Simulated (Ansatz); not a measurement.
The parent structure is BN in the h-BN type structure (space group P6_3/mmc, No. 194; a = 2.500 Å, c = 6.411 Å; layered, stacked along the Cartesian z axis).

Level of theory: PBEsol-D3(BJ) (Ansatz, a quantum-chemistry and plane-wave program; PAW; 420 eV plane waves; no spin-orbit coupling).

Before the change:

* **Pressure**: 0.00 GPa

It is then changed as follows: the cell is scaled by 1.0117 in all directions, atoms relaxed at fixed cell.

### Question
What does the calculation give for the energy relative to the base, mean gap deformation potential ΔEg/Δln V and pressure after the change?

### Answer
The energy goes up by 8.2 meV/atom; the mean gap deformation potential ΔEg/Δln V comes out as -1.0 eV; the pressure (mean of the normal stresses, compression positive) goes from zero to -8.35 GPa.

The cells carry an imposed strain or load. Stability against distortions was not tested.
